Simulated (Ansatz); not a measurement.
Base system: GaN in the zinc blende structure (space group F-43m, No. 216; a = 4.498 Å). Axes: x, y, z lie along the cube axes.

All numbers come from r2SCAN in Ansatz (plane waves to 500 eV, PAW, no SOC), earlier PAW set.

For the base:

```
Property                             Value
---------------------  -------------------
Valence-band top at Γ  0.00, 0.00, 0.00 eV
Pressure                          0.00 GPa
```

The change: biaxial strain −0.44 %, plane normal [110], relaxed out of plane (Cartesian); in-plane vectors clamped, the third vector and the atoms free.

How does this affect the valence-band top at Γ?

The valence-band top at Γ (three highest levels, from the VBM) changes from 0.00, 0.00, 0.00 eV to 0.00, -0.01, -0.05 eV.

How does this affect the out-of-plane strain?

The out-of-plane strain is +0.25 %.

What does the calculation give for the pressure after the change?

The pressure (mean of the normal stresses, compression positive) goes from zero to 1.26 GPa.

The levels and masses belong to the bands next to the band gap. Stability against distortions was not tested. This is not the structure that GaN has at room temperature and ambient pressure.

Ansatz is a program for electronic structure.
